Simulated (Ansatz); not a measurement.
The parent structure is Bi$_{2}$Te$_{3}$ in the Bi2Te3 type structure (space group R-3m, No. 166).

```yaml
crystal:
  lattice:
    - [2.19727, 1.26859, 10.46143]
    - [-2.19727, 1.26859, 10.46143]
    - [0.00000, -2.53719, 10.46143]
  atoms:
    - { symbol: Bi, position: [0.39834, 0.39834, 0.39834] }
    - { symbol: Bi, position: [0.60166, 0.60166, 0.60166] }
    - { symbol: Te, position: [0.00000, 0.00000, 0.00000] }
    - { symbol: Te, position: [0.21376, 0.21376, 0.21376] }
    - { symbol: Te, position: [0.78624, 0.78624, 0.78624] }
```

The values are results of Ansatz (a quantum-chemistry and plane-wave program), r2SCAN+rVV10, PAW, cutoff 500 eV, without spin-orbit coupling, not measurements.

Base values:

The lattice parameter a comes out as 4.395 Å.

One thing is altered: B takes the place of Bi on all its sites; the structure is relaxed again.

Tabulated Pauling electronegativity and covalent radius: Bi 2.02, 1.48 Å; B 2.04, 0.84 Å.

### Question
What happens to the lattice parameter a?

### Answer
The lattice parameter a shrinks by 0.868 Å (4.395 Å → 3.527 Å).

Whether these cells are dynamically stable was not tested. As relaxed here, B2Te3 is a hypothetical phase, not in the database extracts checked. All final runs are without spin polarisation.
